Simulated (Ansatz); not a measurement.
The parent structure is GaCuSe₂ in the chalcopyrite structure (space group I-42d, No. 122).

```yaml
crystal:
  lattice:
    - [-2.78502, 2.78502, 5.53739]
    - [2.78502, -2.78502, 5.53739]
    - [2.78502, 2.78502, -5.53739]
  atoms:
    - { symbol: Ga, position: [0.50000, 0.50000, 0.00000] }
    - { symbol: Ga, position: [0.25000, 0.75000, 0.50000] }
    - { symbol: Cu, position: [0.00000, 0.00000, 0.00000] }
    - { symbol: Cu, position: [0.75000, 0.25000, 0.50000] }
    - { symbol: Se, position: [0.87500, 0.88320, 0.50820] }
    - { symbol: Se, position: [0.11680, 0.62500, 0.99180] }
    - { symbol: Se, position: [0.37500, 0.36680, 0.49180] }
    - { symbol: Se, position: [0.63320, 0.12500, 0.00820] }
```

Computed with plane-wave PAW DFT at the PBEsol level (Ansatz, a quantum-chemistry and plane-wave program, 420 eV), no spin-orbit coupling.

Before the change:

Pressure: 0.00 GPa

Now apply this change: an isotropic linear strain of +1.50 %; the atoms relax in the strained cell.

Task: Predict the new energy relative to the base and pressure.

Result: The energy grows by 9.1 meV/atom; the pressure (mean of the normal stresses, compression positive) goes from zero to -2.84 GPa.

No phonon test of stability was made. All final runs are without spin polarisation.
